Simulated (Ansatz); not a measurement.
The parent structure is InP in the zinc blende structure (space group F-43m, No. 216; a = 5.959 Å).

Calculations: Ansatz (a program for electronic structure), PBE, PAW, cutoff 420 eV, scalar-relativistic without spin-orbit coupling.

One change was made to it. Results:

The shortest interatomic distance falls by 0.084 Å, from 2.580 Å to 2.496 Å; the valley order (the lowest conduction-band minima on the path, energy above the VBM, named in the base's zone) becomes Γ 0.99 eV; L along ⟨111⟩ 1.62 eV; X along ⟨100⟩ 1.68 eV (base: Γ 0.44 eV; L along ⟨111⟩ 1.38 eV; X along ⟨100⟩ 1.85 eV).

What was done to the base?
A. pressure 0.7 GPa
B. pressure 7.5 GPa
C. pressure −2 GPa

B, pressure 7.5 GPa. For comparison, the valley order in the other runs: pressure −2 GPa gives Γ 0.24 eV; L along ⟨111⟩ 1.29 eV; X along ⟨100⟩ 1.90 eV; pressure 0.7 GPa gives Γ 0.51 eV; L along ⟨111⟩ 1.41 eV; X along ⟨100⟩ 1.83 eV.

The levels and masses belong to the bands next to the band gap. Load acts through the strain it causes; cell and atoms are relaxed under it. No phonon test of stability was made. Tetrahedral semiconductors of this kind turn to denser phases somewhere between about 1 and 50 GPa; those were not computed, so compressed cells here can lie past the real transition.
